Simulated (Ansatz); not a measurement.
Cell of (Si)13/(Ge)5 zinc blende (001) superlattice on Si, with its geometry taken from a PBE run:

```
Ge5Si13
1.0
    3.86904     0.00000     0.00000
    0.00000     3.86904     0.00000
    0.00000     0.00000    50.40009
Si Ge
26 10
Direct
  0.00000   0.00000   0.99985
  0.50000   0.00000   0.02686
  0.50000   0.50000   0.05400
  0.00000   0.50000   0.08113
  0.00000   0.00000   0.10825
  0.50000   0.00000   0.13537
  0.50000   0.50000   0.16248
  0.00000   0.50000   0.18960
  0.00000   0.00000   0.21672
  0.50000   0.00000   0.24384
  0.50000   0.50000   0.27095
  0.00000   0.50000   0.29807
  0.00000   0.00000   0.32518
  0.50000   0.00000   0.35230
  0.50000   0.50000   0.37941
  0.00000   0.50000   0.40653
  0.00000   0.00000   0.43365
  0.50000   0.00000   0.46076
  0.50000   0.50000   0.48788
  0.00000   0.50000   0.51500
  0.00000   0.00000   0.54212
  0.50000   0.00000   0.56924
  0.50000   0.50000   0.59636
  0.00000   0.50000   0.62348
  0.00000   0.00000   0.65062
  0.50000   0.00000   0.67764
  0.50000   0.50000   0.70584
  0.00000   0.50000   0.73542
  0.00000   0.00000   0.76491
  0.50000   0.00000   0.79443
  0.50000   0.50000   0.82397
  0.00000   0.50000   0.85351
  0.00000   0.00000   0.88305
  0.50000   0.00000   0.91258
  0.50000   0.50000   0.94206
  0.00000   0.50000   0.97164
```

The numbers are results of HSE06 with spin-orbit coupling (plane waves to 420 eV, PAW; Ansatz, a first-principles code), not measurements.  Its k-point mesh 4×4×1, Fermi–Dirac width 0.01 eV. HSE06 ran on meshes of its own (4×4×1); its edges and gaps are taken over the mesh and over extra points off it, mostly where PBE has its edges.

**Question.** Give the plane-averaged electrostatic potential energy of an electron along the normal (the smooth PAW potential), about its mean over the cell.

**Answer.** (z (Å), V (eV)): (0.000, -1.49); (0.560, 0.78); (1.120, -0.97); (1.680, -0.49); (2.240, 0.42); (2.800, -1.45); (3.360, 1.01); (3.920, -1.22); (4.480, -0.12); (5.040, 0.03); (5.600, -1.30); (6.160, 1.03); (6.720, -1.41); (7.280, 0.27); (7.840, -0.37); (8.540, -0.36); (9.100, 0.26); (9.660, -1.41); (10.220, 1.03); (10.780, -1.31); (11.340, 0.03); (11.900, -0.13); (12.460, -1.22); (13.020, 1.00); (13.580, -1.47); (14.140, 0.41); (14.700, -0.52); (15.260, -0.95); (15.820, 0.81); (16.380, -1.53); (16.940, 0.74); (17.500, -0.86); (18.060, -0.62); (18.620, 0.51); (19.180, -1.50); (19.740, 0.96); (20.300, -1.15); (20.860, -0.24); (21.420, 0.14); (21.980, -1.36); (22.540, 1.04); (23.100, -1.37); (23.660, 0.15); (24.220, -0.25); (24.780, -1.15); (25.480, 0.37); (26.040, -1.45); (26.600, 1.01); (27.160, -1.25); (27.720, -0.08); (28.280, -0.01); (28.840, -1.28); (29.400, 1.03); (29.960, -1.42); (30.520, 0.31); (31.080, -0.39); (31.640, -1.03); (32.200, 0.91); (32.760, -1.52); (33.320, 0.62); (33.880, -0.77); (34.440, -0.58); (35.000, 1.18); (35.560, -0.13); (36.120, 1.38); (36.680, 0.84); (37.240, 0.14); (37.800, 1.61); (38.360, 0.19); (38.920, 0.77); (39.480, 1.41); (40.040, -0.07); (40.600, 1.42); (41.160, 0.78); (41.720, 0.20); (42.420, 1.51); (42.980, -0.05); (43.540, 1.32); (44.100, 0.92); (44.660, 0.11); (45.220, 1.62); (45.780, 0.25); (46.340, 0.68); (46.900, 1.44); (47.460, -0.07); (48.020, 1.37); (48.580, 0.85); (49.140, 0.03); (49.700, 1.28); (50.260, -1.27)
